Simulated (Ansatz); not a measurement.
Consider Al3Pt2 (space group P-3m1, No. 164; a = 4.204 Å, c = 5.184 Å; a cell from a computed database, its experimental status unchecked).

Computed with PBEsol/PAW in Ansatz (a program for electronic structure), no SOC.

One change was made to it. Results:

The density increases by 2.45 g/cm³ to 12.31 g/cm³; the c/a ratio drops by 0.0186 to 1.215; the shortest interatomic distance increases by 0.209 Å, from 2.499 Å to 2.708 Å.

Question: What was done to the base?
(A) Pt → Pd
(B) Al → Ga
(C) Al → In

Answer: C, Al → In. For comparison, the shortest interatomic distance in the other runs: Pt → Pd gives 2.517 Å; Al → Ga gives 2.509 Å.

No phonon test of stability was made. For In3Pt2 and Al3Pd2 in this form, whether it has been made was not checked. The final runs are not spin-polarised.
